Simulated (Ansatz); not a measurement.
| Quantity | Result |
|---|---|
| Surface | single layer of SnSe (symmetry Pmn2_1 as a slab, 4 atoms a cell) |
| Vacuum level minus Kohn-Sham valence edge | 4.38 eV |
| Vacuum level minus Kohn-Sham conduction edge | 3.41 eV |
| Gap of the slab on its mesh | 0.97 eV |
| Apparent barrier, filled states, bias minus 0.9 V | 6.0 eV (κ = 1.26 1/Å) |
| Apparent barrier, filled states, bias minus 1.5 V | 6.3 eV (κ = 1.29 1/Å) |
| Apparent barrier, empty states, bias plus 0.9 V | 5.0 eV (κ = 1.14 1/Å) |
| Apparent barrier, empty states, bias plus 1.5 V | 2.8 eV (κ = 0.86 1/Å) |

Computed with PBE, Tersoff-Hamann images (plane waves, PAW; Ansatz, a program for electronic structure).

The apparent barrier is ħ²κ²/2m, with κ from the fall of the mean window density between 3.5 and 5 Å; states of large in-plane momentum fall faster than their energy alone says. Mesh 12×12×1, no spin-orbit coupling, no spin polarisation; biases count from the run's Fermi level.
